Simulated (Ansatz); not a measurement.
Electronic density of states of amorphous Ga24O38Ge, density 4.95 g/cm³, on a 2×2×2 Γ-centred mesh with a Gaussian width of 0.1 eV; energies count from the Fermi level, whose place inside the gap is arbitrary. Cell and mesh are small, so fine structure isn't converged. The numbers are results of PBE, scalar-relativistic without spin-orbit coupling (plane waves to 420 eV, PAW; Ansatz, an electronic-structure program), not measurements. Sampling: a 2×2×2 Γ-centred mesh; Fermi-Dirac width 0.02 eV; no spin polarisation. At PBE the levels at the filled edge of the gap are localised (band-tail or defect states), and the nearest spread-out levels lie 1.7 eV apart at the zone centre.

A CHGNet melt-quench gave the starting glass, which DFT then relaxed. O atoms were pushed apart under 1.9 Å during the dynamics, to hinder bonds among them. The hot cell started wider than the set density and was brought back towards it in steps. It is the lowest in DFT energy of 2 quenches. It is a model cell: composition and starting density were chosen by hand, and all elements were melted together. No dispersion term was used. Its density started from a set value of 4.95 and ended at 4.95 g/cm³. The quench (nominally 280 K/ps over its main leg) was far faster than any real one, so the model tends to hold more defects than a real film. A cell of this size samples the disorder only roughly. The volume was held where the preparation left it and the shape relaxed, at a PBE pressure of -0.6 GPa (tension). Stress components on the final sampling reach 0.6 GPa.

(E - EF (eV), states/(eV atom)): (-12.00, 0.00); (-11.90, 0.00); (-11.80, 0.00); (-11.70, 0.00); (-11.60, 0.00); (-11.50, 0.00); (-11.40, 0.00); (-11.30, 0.00); (-11.20, 0.00); (-11.10, 0.00); (-11.00, 0.00); (-10.90, 0.00); (-10.80, 0.00); (-10.70, 0.00); (-10.60, 0.00); (-10.50, 0.00); (-10.40, 0.00); (-10.30, 0.00); (-10.20, 0.00); (-10.10, 0.00); (-10.00, 0.00); (-9.90, 0.00); (-9.80, 0.00); (-9.70, 0.00); (-9.60, 0.00); (-9.50, 0.00); (-9.40, 0.00); (-9.30, 0.00); (-9.20, 0.00); (-9.10, 0.00); (-9.00, 0.00); (-8.90, 0.00); (-8.80, 0.00); (-8.70, 0.04); (-8.60, 0.13); (-8.50, 0.11); (-8.40, 0.02); (-8.30, 0.00); (-8.20, 0.00); (-8.10, 0.00); (-8.00, 0.00); (-7.90, 0.03); (-7.80, 0.13); (-7.70, 0.26); (-7.60, 0.29); (-7.50, 0.25); (-7.40, 0.24); (-7.30, 0.26); (-7.20, 0.31); (-7.10, 0.34); (-7.00, 0.37); (-6.90, 0.34); (-6.80, 0.30); (-6.70, 0.34); (-6.60, 0.33); (-6.50, 0.36); (-6.40, 0.32); (-6.30, 0.27); (-6.20, 0.27); (-6.10, 0.29); (-6.00, 0.28); (-5.90, 0.27); (-5.80, 0.30); (-5.70, 0.25); (-5.60, 0.27); (-5.50, 0.38); (-5.40, 0.40); (-5.30, 0.40); (-5.20, 0.36); (-5.10, 0.36); (-5.00, 0.37); (-4.90, 0.43); (-4.80, 0.51); (-4.70, 0.50); (-4.60, 0.52); (-4.50, 0.55); (-4.40, 0.56); (-4.30, 0.50); (-4.20, 0.49); (-4.10, 0.60); (-4.00, 0.68); (-3.90, 0.64); (-3.80, 0.61); (-3.70, 0.62); (-3.60, 0.62); (-3.50, 0.61); (-3.40, 0.63); (-3.30, 0.63); (-3.20, 0.64); (-3.10, 0.62); (-3.00, 0.61); (-2.90, 0.64); (-2.80, 0.73); (-2.70, 0.71); (-2.60, 0.70); (-2.50, 0.72); (-2.40, 0.77); (-2.30, 0.85); (-2.20, 0.86); (-2.10, 0.82); (-2.00, 0.83); (-1.90, 0.85); (-1.80, 0.87); (-1.70, 0.91); (-1.60, 0.90); (-1.50, 0.83); (-1.40, 0.68); (-1.30, 0.62); (-1.20, 0.63); (-1.10, 0.56); (-1.00, 0.31); (-0.90, 0.19); (-0.80, 0.16); (-0.70, 0.15); (-0.60, 0.04); (-0.50, 0.00); (-0.40, 0.00); (-0.30, 0.00); (-0.20, 0.00); (-0.10, 0.00); (0.00, 0.00); (0.10, 0.00); (0.20, 0.00); (0.30, 0.00); (0.40, 0.00); (0.50, 0.00); (0.60, 0.01); (0.70, 0.02); (0.80, 0.01); (0.90, 0.00); (1.00, 0.00); (1.10, 0.00); (1.20, 0.00); (1.30, 0.00); (1.40, 0.00); (1.50, 0.00); (1.60, 0.02); (1.70, 0.05); (1.80, 0.03); (1.90, 0.03); (2.00, 0.06); (2.10, 0.05); (2.20, 0.04); (2.30, 0.04); (2.40, 0.04); (2.50, 0.07); (2.60, 0.11); (2.70, 0.09); (2.80, 0.06); (2.90, 0.10); (3.00, 0.05); (3.10, 0.03); (3.20, 0.07); (3.30, 0.08); (3.40, 0.10); (3.50, 0.13); (3.60, 0.19); (3.70, 0.23); (3.80, 0.19); (3.90, 0.19); (4.00, 0.24); (4.10, 0.21); (4.20, 0.21); (4.30, 0.21); (4.40, 0.19); (4.50, 0.23); (4.60, 0.26); (4.70, 0.29); (4.80, 0.26); (4.90, 0.24); (5.00, 0.24); (5.10, 0.26); (5.20, 0.27); (5.30, 0.27); (5.40, 0.27); (5.50, 0.29); (5.60, 0.29); (5.70, 0.31); (5.80, 0.35); (5.90, 0.32); (6.00, 0.33); (6.10, 0.34); (6.20, 0.29); (6.30, 0.28); (6.40, 0.27); (6.50, 0.30); (6.60, 0.37); (6.70, 0.32); (6.80, 0.32); (6.90, 0.35); (7.00, 0.32); (7.10, 0.29); (7.20, 0.30); (7.30, 0.33); (7.40, 0.42); (7.50, 0.44); (7.60, 0.36)

The level gap on this mesh is 1.40 eV; the broadening fills part of it in the curve.
